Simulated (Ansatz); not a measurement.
**Ba3PbO in the anti-perovskite structure (space group Pm-3m, No. 221)**

```
CELL_PARAMETERS angstrom
      5.41311     0.00000     0.00000
      0.00000     5.41311     0.00000
      0.00000     0.00000     5.41311
ATOMIC_POSITIONS crystal
  Ba 0.50000 0.00000 0.50000
  Ba 0.00000 0.50000 0.50000
  Ba 0.50000 0.50000 0.00000
  Pb 0.00000 0.00000 0.00000
  O  0.50000 0.50000 0.50000
```

All numbers come from PBEsol (Ansatz, an electronic-structure program; PAW; 420 eV plane waves; spin-orbit coupling left out). Settings: 9×9×9 k-points, 0.05 eV Fermi–Dirac smearing.

* **Volume per atom**: 31.72 Å³
* **Density**: 6.65 g/cm³
* **Band gap**: zero
* **Total energy**: -5981.663 eV/atom (σ→0; compares only within this code and set-up)

Spin-orbit coupling, missing from the scalar runs, can matter with Pb. No phonon test of stability was made. The final runs are not spin-polarised. The zero or small gap of Ba3PbO can change with the level of theory.
